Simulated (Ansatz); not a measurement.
# Converging the plane-wave cutoff: RbAsF6 (R3, 8 atoms in the cell)

```
RbAsF6
1.0
    3.70631     2.13984     2.46845
   -3.70631     2.13984     2.46845
    0.00000    -4.27968     2.46845
Rb As F
1 1 6
Direct
  0.50675   0.50675   0.50675
  0.00000   0.00000   0.00000
  0.07742   0.71201   0.79961
  0.92258   0.28799   0.20039
  0.79961   0.07742   0.71201
  0.20039   0.92258   0.28799
  0.71201   0.79961   0.07742
  0.28799   0.20039   0.92258
```

Method of the run: PBEsol, default PAW files made with PBE (plane waves; Ansatz, a quantum-chemistry and plane-wave program).

Base settings: basis.ecutwfc = 420 eV; kpoints.mp_grid.grid = 4 4 4; hamiltonian.xc = pbesol; hamiltonian.pseudopotentials = {kind: paw} (the program's default PAW files); scf.occupations.method = fermi_dirac; scf.occupations.width = 0.05 eV.

The second cell is the first with its lattice scaled by 0.98.

The mesh stays at the base's, so the ladder's end is converged at best in this setting alone.

The first pressure column holds Ansatz's estimate of the finite-basis (Pulay) stress, which hides part of the cutoff error; the other is without it.

Only quantities that move along the ladder and can be compared are tabulated.

The count of work is k-points × plane waves × bands × iterations; it is no time. 

The starting cell comes from a database of computed structures (which also holds hypothetical and non-ambient phases and stackings), without a prior relaxation at this level. Its lattice was rescaled by up to half a per cent. One atom was moved a little off its site on purpose.

| basis.ecutwfc | free energy less the last step's (meV/atom) | energy of the compressed cell less the first (meV/atom) | pressure (GPa) | pressure without the Pulay estimate (GPa) | largest difference of a force vector from the last step's (eV/Å) | count of work / last |
|---|---|---|---|---|---|---|
| 145 eV | 31831.28 | -105.23 | -9.21 | -767.04 | 1.370 | 0.083 |
| 170 eV | 18039.29 | -211.41 | -17.32 | -530.99 | 4.189 | 0.093 |
| 190 eV | 11206.32 | 4.03 | -17.14 | -380.67 | 3.578 | 0.11 |
| 210 eV | 6977.16 | -43.33 | -7.13 | -267.66 | 1.298 | 0.13 |
| 230 eV | 4218.93 | 29.03 | 5.59 | -181.28 | 0.837 | 0.14 |
| 250 eV | 2428.64 | 98.02 | 9.22 | -117.06 | 1.604 | 0.15 |
| 295 eV | 604.06 | 54.08 | 4.98 | -37.12 | 0.508 | 0.18 |
| 335 eV | 157.84 | 32.53 | 2.64 | -10.86 | 0.041 | 0.20 |
| 380 eV | 29.56 | 30.42 | 2.41 | -0.77 | 0.012 | 0.24 |
| 420 eV | 6.44 | 30.41 | 2.46 | 1.80 | 0.001 | 0.27 |
| 460 eV | 2.70 | 30.51 | 2.48 | 2.40 | 0.001 | 0.31 |
| 505 eV | 2.26 | 30.50 | 2.48 | 2.46 | 0.001 | 0.36 |
| 565 eV | 1.76 | 30.49 | 2.48 | 2.44 | 0.001 | 0.43 |
| 630 eV | 1.34 | 30.49 | 2.48 | 2.46 | 0.001 | 0.50 |
| 735 eV | 1.05 | 30.48 | 2.47 | 2.45 | 0.001 | 0.63 |
| 840 eV | 0.48 | 30.47 | 2.47 | 2.44 | 0.000 | 0.77 |
| 1010 eV | 0.00 | 30.46 | 2.47 | 2.47 | 0.000 | 1.0 |

Coarsest basis.ecutwfc that holds the energy of the compressed cell less the first within 1 meV/atom of the last step, with all finer ones: 380 eV, at 0.24 of the last step's count of work; the step before is off by 2.1 meV/atom.

State of the free energy at the end of the ladder: still drifting one way, by 1.0 meV/atom over the last two steps, so the last step is no safe reference.

Coarsest basis.ecutwfc that holds the pressure within 0.1 GPa of the last step, with all finer ones: 380 eV, at 0.24 of the last step's count of work; the step before is off by 0.17 GPa.

The energy difference between the two cells stays within 1 meV/atom of the last step's from 380 eV on, the total only from 840 eV on: much of the error is common to both cells and cancels.

At the lowest cutoff the pressure without the Pulay estimate lies 770 GPa under the last step's, the usual sign of Pulay stress in an incomplete plane-wave basis.

Keys are those of Ansatz 0.2.
